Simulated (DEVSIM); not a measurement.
Structure: Al0.35Ga0.65As/GaAs p-n heterojunction, at 300 K.

```
layer (left to right)        material  thickness (μm)  Nd (cm⁻³)  Na (cm⁻³)  τn (s)  τp (s)
---------------------  --------------  --------------  ---------  ---------  ------  ------
1                      Al0.35Ga0.65As           0.450          -     1.3e18  2.3e-8  2.3e-8
2                                GaAs            3.10     6.7e15          -  2.3e-8  2.3e-8
```

Left contact: ohmic. Right contact: ohmic. Voltage is applied to the left contact. Recombination: SRH at mid-gap, radiative, Auger. Mobility is μmin + (μ − μmin)/(1 + (N/Nref)^α).

The device is made up for the run: typed textbook-type constants, with dimensions and the other settings drawn at random. Values at 300 K.

| parameter | Al0.35Ga0.65As | GaAs |
|---|---|---|
| gap (eV) | 1.8604 | 1.424 |
| affinity (eV) | 3.7935 | 4.07 |
| permittivity | 11.91 | 12.9 |
| Nc (cm⁻³) | 7.44e17 | 4.7e17 |
| Nv (cm⁻³) | 9e18 | 9e18 |
| μn (cm²/Vs) | 3495 | 8500 |
| μp (cm²/Vs) | 176 | 400 |
| μn,min | 500 | 500 |
| μp,min | 20 | 20 |
| Nref,n | 6e16 | 6e16 |
| Nref,p | 1.5e17 | 1.5e17 |
| αn | 0.39 | 0.39 |
| αp | 0.38 | 0.38 |
| B (cm³/s) | 2e-10 | 2e-10 |
| Cn (cm⁶/s) | 1e-30 | 1e-30 |
| Cp (cm⁶/s) | 1e-30 | 1e-30 |

Model (solved in DEVSIM): 1D drift-diffusion, Boltzmann statistics, complete ionisation; no tunnelling, impact ionisation, image-force lowering or self-heating. Band offsets follow the typed affinities; no thermionic-emission limit at abrupt steps, no polarisation charge.

Tabulate band edges, carrier densities and field at 1.05 V on the left contact.

Energies count from the Fermi level of the right contact; mesh points crowd at the junctions.

| x (μm) | Ec (eV) | Ev (eV) | n (cm⁻³) | p (cm⁻³) | field (V/cm) |
|---|---|---|---|---|---|
| 0.000 | 0.760 | -1.100 | < 1e2 | 1.3e18 | ≈ 0 |
| 0.006446 | 0.760 | -1.100 | 1800 | 1.3e18 | ≈ 0 |
| 0.02136 | 0.760 | -1.100 | 6100 | 1.3e18 | ≈ 0 |
| 0.05347 | 0.760 | -1.100 | 15000 | 1.3e18 | ≈ 0 |
| 0.1737 | 0.760 | -1.100 | 49000 | 1.3e18 | ≈ 0 |
| 0.3235 | 0.760 | -1.100 | 92000 | 1.3e18 | ≈ 0 |
| 0.3981 | 0.760 | -1.100 | 110000 | 1.3e18 | ≈ 0 |
| 0.4356 | 0.755 | -1.105 | 150000 | 1.1e18 | -14000 |
| 0.4466 | 0.690 | -1.170 | 1900000 | 8.7e16 | -130000 |
| 0.4516 | 0.333 | -1.091 | 1.2e12 | 1.9e18 | -120000 |
| 0.4602 | 0.276 | -1.148 | 1.1e13 | 2.0e17 | -42000 |
| 0.4903 | 0.206 | -1.218 | 1.6e14 | 1.3e16 | -15000 |
| 0.5513 | 0.146 | -1.278 | 1.7e15 | 1.3e15 | -6200 |
| 0.6946 | 0.111 | -1.313 | 6.3e15 | 3.3e14 | -510 |
| 1.224 | 0.109 | -1.315 | 6.9e15 | 2.4e14 | ≈ 0 |
| 2.179 | 0.109 | -1.315 | 6.8e15 | 1.4e14 | ≈ 0 |
| 2.969 | 0.110 | -1.314 | 6.8e15 | 5.9e13 | ≈ 0 |
| 3.306 | 0.110 | -1.314 | 6.7e15 | 2.5e13 | ≈ 0 |
| 3.475 | 0.110 | -1.314 | 6.7e15 | 7.6e12 | ≈ 0 |
| 3.521 | 0.110 | -1.314 | 6.7e15 | 2.9e12 | ≈ 0 |
| 3.540 | 0.110 | -1.314 | 6.7e15 | 1.0e12 | ≈ 0 |
| 3.550 | 0.110 | -1.314 | 6.7e15 | < 1e2 | ≈ 0 |
